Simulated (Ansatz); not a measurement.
System: Ga2S3 (model structure, started from the beta Ga2O3 type, C2/m, No. 12, 10 atoms in the cell). Method: r²SCAN+rVV10 (Ansatz, a program for electronic structure, plane waves, PAW).

Numerical settings: plane-wave cutoff 560 eV, 10×10×6 k mesh (along the axes of the cell as run), Fermi–Dirac smearing 0.01 eV, scalar-relativistic PAW data made under PBE.

Cell (relaxed at this level):

Ga2S3 has the monoclinic space group C2/m (No. 12), Pearson symbol mS20. Lattice parameters: a = 15.5502 Å, b = 3.6295 Å, c = 6.9868 Å, α = 90.00°, β = 102.63°, γ = 90.00°. Ga1 on 4i has 4 S at 2.243–2.332 Å (tetrahedral). Ga2 on 4i is coordinated by 6 S at 2.392–2.556 Å (octahedral). S1 on 4i sees 1 Ga at 2.273 Å and 2 Ga at 2.392 Å (trigonal pyramidal). S2 on 4i is surrounded by 1 Ga at 2.332 Å and 3 Ga at 2.498–2.556 Å. S3 on 4i is surrounded by 2 Ga at 2.243 Å and 1 Ga at 2.448 Å (trigonal planar). (Neighbours: up to the widest gap in distance over summed covalent radii, below 1.35, at either atom; cation-cation and far metal-metal contacts left out.)
(The calculation used a cell of 10 atoms; values per cell refer to that cell.)

Question: Give the computed band gap.

Answer: 
- band gap = 1.08 eV (on the SCF k mesh)

Note: the relaxation could raise the start's symmetry but not lower it, so the cell can be a saddle point.

Spin–orbit coupling is not included.

Computed values are for the static lattice.

Cost on a shared machine: very roughly 22 core-minutes.

A model structure was made by putting elements into a prototype or built by hand; it is no filed structure, need not be a known phase, and can be a saddle point held by its symmetry.
